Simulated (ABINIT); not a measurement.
# ABINIT run on InPd3 (I4/mmm, 4 atoms in the cell): self-consistent single point

Method: LDA (PW92), PAW (JTH v2.0 LDA PAW) (plane waves; ABINIT 10.0.3).

Input as run:

```
# InPd3, JTH v2.0 LDA PAW
pp_dirpath "./"
pseudos "In.LDA_PW-JTH.xml, Pd.LDA_PW-JTH.xml"
acell 3*1.0
rprim
        -3.8849443204    3.8849443204    7.0689041836
         3.8849443204   -3.8849443204    7.0689041836
         3.8849443204    3.8849443204   -7.0689041836
natom 4
ntypat 2
znucl 49 46
typat 1 2 2 2
xcart
         0.0000000000    0.0000000000    0.0000000000
        -0.0000000000    3.8849443204    3.5344520918
         3.8849443204   -0.0000000000    3.5344520918
        -0.0000000000   -0.0000000000    7.0689041836
ecut 24
pawecutdg 48
pawxcdev 0
ixc 7
occopt 7
tsmear 0.00367493
nband 43
kptopt 1
ngkpt 5 5 5
nshiftk 1
shiftk 0 0 0
nstep 80
tolvrs 1.0e-10
prtwf 0
prtden 0
enunit 1
```

The program printed (abridged):

```
 Symmetries : space group I4/m m m (#139); Bravais tI (body-center tetrag.)

 -outvars: echo values of preprocessed input variables --------
            acell      1.0000000000E+00  1.0000000000E+00  1.0000000000E+00 Bohr
             ecut      2.40000000E+01 Hartree
           enunit           1
              ixc           7
         kptrlatt        5    0    0      0    5    0      0    0    5
          kptrlen      3.88494432E+01
            natom           4
            nband          43
            ngfft          40      40      40
          ngfftdg          60      60      60
             nkpt          18
            nstep          80
             nsym          16
           ntypat           2
           occopt           7
        pawecutdg      4.80000000E+01 Hartree
         pawxcdev           0
            rprim     -3.8849443204E+00  3.8849443204E+00  7.0689041836E+00
                       3.8849443204E+00 -3.8849443204E+00  7.0689041836E+00
                       3.8849443204E+00  3.8849443204E+00 -7.0689041836E+00
          spgroup         139
           tolvrs      1.00000000E-10
           tsmear      3.67493000E-03 Hartree
            typat      1  2  2  2
           useylm           1
             xred      0.0000000000E+00  0.0000000000E+00  0.0000000000E+00
                       7.5000000000E-01  2.5000000000E-01  5.0000000000E-01
                       2.5000000000E-01  7.5000000000E-01  5.0000000000E-01
                       5.0000000000E-01  5.0000000000E-01  0.0000000000E+00
            znucl       49.00000   46.00000

== DATASET  1 ==================================================================

 Exchange-correlation functional for the present dataset will be:
  LDA: Perdew-Wang 92 LSD fit to Ceperley-Alder data - ixc=7
 Citation for XC functional:
  J.P.Perdew and Y.Wang, PRB 45, 13244 (1992)

 Real(R)+Recip(G) space primitive vectors, cartesian coordinates (Bohr,Bohr^-1):
 R(1)= -3.8849443  3.8849443  7.0689042  G(1)=  0.0000000  0.1287020  0.0707323
 R(2)=  3.8849443 -3.8849443  7.0689042  G(2)=  0.1287020  0.0000000  0.0707323
 R(3)=  3.8849443  3.8849443 -7.0689042  G(3)=  0.1287020  0.1287020  0.0000000
 Unit cell volume ucvol=  4.2675801E+02 bohr^3
 Angles (23,13,12)=  1.28565565E+02  1.28565565E+02  7.57106089E+01 degrees

 Coarse grid specifications (used for wave-functions):

 getcut: wavevector=  0.0000  0.0000  0.0000  ngfft=  40  40  40
         ecut(hartree)=     24.000   => boxcut(ratio)=   2.02762

 Fine grid specifications (used for densities):

 getcut: wavevector=  0.0000  0.0000  0.0000  ngfft=  60  60  60
         ecut(hartree)=     48.000   => boxcut(ratio)=   2.14927

   1.06674955E+04                                ecore*ucvol(ha*bohr**3)

_setup2: Arith. and geom. avg. npw (full set) are    2396.296    2396.276

--- !BeginCycle
solver: {iscf: 17, nstep: 80, nline: 4, wfoptalg: 10, }
tolerances: {tolvrs: 1.00E-10, }
...

     iter   Etot(hartree)      deltaE(h)  residm     nres2
 ETOT  1  -419.02674919319    -4.190E+02 5.599E+01 8.175E+02
 ETOT  2  -446.28181254743    -2.726E+01 1.772E-01 5.790E+02
 ETOT  3  -445.61905473911     6.628E-01 8.713E-02 1.484E+02
 ETOT  4  -445.55693855519     6.212E-02 4.471E-02 7.447E+01
 ETOT  5  -445.50677176839     5.017E-02 1.487E-02 2.951E+01
 ETOT  6  -445.48116900540     2.560E-02 8.758E-03 6.038E+00
   [... 20 lines left out ...]
 ETOT 27  -445.47668789307    -1.390E-09 4.675E-05 1.888E-08
 ETOT 28  -445.47668789376    -6.912E-10 1.448E-05 1.654E-09
 ETOT 29  -445.47668789387    -1.105E-10 1.798E-05 1.314E-10
 ETOT 30  -445.47668789390    -2.666E-11 5.782E-06 1.507E-10
 ETOT 31  -445.47668789390    -9.152E-12 8.664E-06 6.386E-11

 At SCF step   31       nres2   =  6.39E-11 < tolvrs=  1.00E-10 =>converged.

 Cartesian components of stress tensor (hartree/bohr^3)
  sigma(1 1)=  2.34725227E-04  sigma(3 2)=  0.00000000E+00
  sigma(2 2)=  2.34725227E-04  sigma(3 1)=  0.00000000E+00
  sigma(3 3)=  2.33015098E-04  sigma(2 1)=  0.00000000E+00

 ----iterations are completed or convergence reached----

 reduced coordinates (array xred) for    4 atoms
       0.000000000000      0.000000000000      0.000000000000
       0.750000000000      0.250000000000      0.500000000000
       0.250000000000      0.750000000000      0.500000000000
       0.500000000000      0.500000000000      0.000000000000
 cartesian forces (eV/Angstrom) at end:
    1     -0.00000000000000    -0.00000000000000    -0.00000000000000
    2     -0.00000000000000    -0.00000000000000    -0.00000000000000
    3      0.00000000000000     0.00000000000000     0.00000000000000
    4     -0.00000000000000    -0.00000000000000    -0.00000000000000
 frms,max,avg= 3.9802880E-29 7.9208975E-29   0.000E+00  0.000E+00  0.000E+00 e/A
 length scales=  1.000000000000  1.000000000000  1.000000000000 bohr
              =  0.529177208590  0.529177208590  0.529177208590 angstroms
 Fermi (or HOMO) energy (eV) =  10.72278   Average Vxc (eV)= -12.58112
 Eigenvalues (   eV  ) for nkpt=  18  k points:
 kpt#   1, nband= 43, wtk=  0.00800, kpt=  0.0000  0.0000  0.0000 (reduced coord)
 -73.17317  -73.15281  -72.97536  -39.06747  -39.01865  -39.01865  -39.01241  -38.93850
 -38.93850  -38.80211  -38.80211  -38.69548   -3.36855   -3.35078   -3.35078   -3.34339
  -3.33819    1.76159    6.25445    6.29800    6.56193    6.77383    6.77383    7.59320
   7.59320    7.83025    9.16239    9.24889    9.66645    9.76829    9.78157    9.78157
  10.45145   13.08407   15.39386   16.33933   16.33933   17.53602   17.53602   18.62557
  18.86961   19.76141   20.15810
 prteigrs : prtvol=0 or 1, do not print more k-points.

--- !EnergyTerms
comment             : Components of total free energy in Hartree
kinetic             :  5.36246190151563E+01
hartree             :  6.34239149257148E+01
xc                  : -2.02831372670984E+01
Ewald energy        : -3.44565562769800E+02
psp_core            :  2.49965910366102E+01
local_psp           : -2.04329400219437E+02
spherical_terms     : -1.83434152777571E+01
internal            : -4.45476390556611E+02
'-kT*entropy'       : -2.93893455401456E-04
total_energy        : -4.45476684450066E+02
total_energy_eV     : -1.21220370612508E+04
...

-Cartesian components of stress tensor (GPa)         [Pressure= -6.8891E+00 GPa]
- sigma(1 1)=  6.90585344E+00  sigma(3 2)=  0.00000000E+00
- sigma(2 2)=  6.90585344E+00  sigma(3 1)=  0.00000000E+00
- sigma(3 3)=  6.85553971E+00  sigma(2 1)=  0.00000000E+00

 Calculation completed.
```

The run converged in 31 iterations.

The starting cell comes from a database of computed structures (which also holds hypothetical and non-ambient phases and stackings), without a prior relaxation at this level. Its lattice was rescaled by up to half a per cent. Spin polarisation is off. With a pressure of about -7 GPa the cell is away from its equilibrium volume at this level.

Cost on one core of a shared machine: roughly 3 min.
